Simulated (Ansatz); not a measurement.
Given:

```yaml
crystal:
  lattice:
    - [0.00000, 2.56622, 2.56622]
    - [2.56622, 0.00000, 2.56622]
    - [2.56622, 2.56622, 0.00000]
  atoms:
    - { symbol: Be, position: [0.00000, 0.00000, 0.00000] }
    - { symbol: Se, position: [0.25000, 0.25000, 0.25000] }
```

No spin polarisation.

Calculations: LDA in Ansatz (plane waves to 420 eV, PAW, scalar-relativistic without spin-orbit coupling). k-mesh 11×11×11 (Γ-centred); smearing 0.05 eV (Fermi–Dirac).

Task: Predict the gap character.

Result: Indirect, Γ → X.

Task: Predict the band gap.

Result: 2.47 eV.

Task: What is the computed hole mass (degenerate bands, along [100])?

Result: 0.23, 0.46, 0.46 mₑ (at Γ).

Task: Estimate the pressure.

Result: -2.37 GPa.

The cells carry an imposed strain or load. Masses are band curvatures over ±0.01 Å⁻¹ around the edge. Stability against distortions was not tested. The cell was made from BeSe in the zinc blende structure (space group F-43m, No. 216) by this change: isotropic strain +1.00 %.

Ansatz is a program for electronic structure.
